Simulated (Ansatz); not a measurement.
Consider Al-vacancy pair (Al on one host Ru site, one Ru site vacant) in hcp Ru, neutral cell. These are PBE, PAW (plane waves to 420 eV; Ansatz, a program for electronic structure) values and carry that method's errors.

Cell of 36 host sites held at the relaxed PBE lattice; a 2×2×2 k-point mesh shifted by half a step along c; Fermi-Dirac width 0.10 eV, spin-restricted; finite-size errors left in. No zero-point or tunnelling terms. Forms of the defect that were not tried may lie lower. The start lies 0.094 eV above the lowest site run (PBE).

Barriers: single points on a 4×4×4 k-point mesh shifted by half a step along c at the bands' geometries.

Relaxed starting cell (atoms counted from 1):

```yaml
crystal:
  lattice:
    - [8.16420, 0.00000, 0.00000]
    - [-4.08210, 7.07041, 0.00000]
    - [0.00000, 0.00000, 8.58609]
  atoms:
    - { symbol: Al, position: [0.10618, 0.21913, 0.12465] }
    - { symbol: Ru, position: [0.11020, 0.22258, 0.62469] }
    - { symbol: Ru, position: [0.11374, 0.56243, 0.12474] }
    - { symbol: Ru, position: [0.10984, 0.55595, 0.62465] }
    - { symbol: Ru, position: [0.10940, 0.88400, 0.12463] }
    - { symbol: Ru, position: [0.11054, 0.88859, 0.62460] }
    - { symbol: Ru, position: [0.44848, 0.22324, 0.12460] }
    - { symbol: Ru, position: [0.44736, 0.22280, 0.62471] }
    - { symbol: Ru, position: [0.44703, 0.55654, 0.12469] }
    - { symbol: Ru, position: [0.44486, 0.55470, 0.62467] }
    - { symbol: Ru, position: [0.44232, 0.88642, 0.12468] }
    - { symbol: Ru, position: [0.44569, 0.89041, 0.62469] }
    - { symbol: Ru, position: [0.77811, 0.22352, 0.62468] }
    - { symbol: Ru, position: [0.77666, 0.55507, 0.12474] }
    - { symbol: Ru, position: [0.77764, 0.55406, 0.62472] }
    - { symbol: Ru, position: [0.77464, 0.88178, 0.12466] }
    - { symbol: Ru, position: [0.77736, 0.88806, 0.62468] }
    - { symbol: Ru, position: [0.22199, 0.11146, 0.37704] }
    - { symbol: Ru, position: [0.22200, 0.11150, 0.87234] }
    - { symbol: Ru, position: [0.21871, 0.44326, 0.37698] }
    - { symbol: Ru, position: [0.21879, 0.44344, 0.87222] }
    - { symbol: Ru, position: [0.22296, 0.78047, 0.37566] }
    - { symbol: Ru, position: [0.22288, 0.78038, 0.87377] }
    - { symbol: Ru, position: [0.56086, 0.11359, 0.37250] }
    - { symbol: Ru, position: [0.56098, 0.11367, 0.87694] }
    - { symbol: Ru, position: [0.55528, 0.44272, 0.37414] }
    - { symbol: Ru, position: [0.55531, 0.44278, 0.87514] }
    - { symbol: Ru, position: [0.55571, 0.77868, 0.37552] }
    - { symbol: Ru, position: [0.55574, 0.77865, 0.87394] }
    - { symbol: Ru, position: [0.88560, 0.10939, 0.37812] }
    - { symbol: Ru, position: [0.88557, 0.10937, 0.87117] }
    - { symbol: Ru, position: [0.88899, 0.44112, 0.37449] }
    - { symbol: Ru, position: [0.88910, 0.44124, 0.87461] }
    - { symbol: Ru, position: [0.88993, 0.77822, 0.37558] }
    - { symbol: Ru, position: [0.88998, 0.77825, 0.87383] }
```

End state 1 differs by these moves (Å; atoms that move under 0.08 Å are left out):

```tsv
atom	element	Δx	Δy	Δz
1	Al	-2.66	0.00	0.00
```

### Question
Predict the forward and backward barriers to end state 1 from PBE, PAW.

### Answer
forward 0.74 eV, backward 0.74 eV; at the saddle point atom 1 has neighbours Ru at 2.42, 2 Ru at 2.46, Ru at 2.61, 4 Ru at 2.89 Å. The saddle point's order was not checked, and it lies on a symmetry element of the cell, where a band can be held.
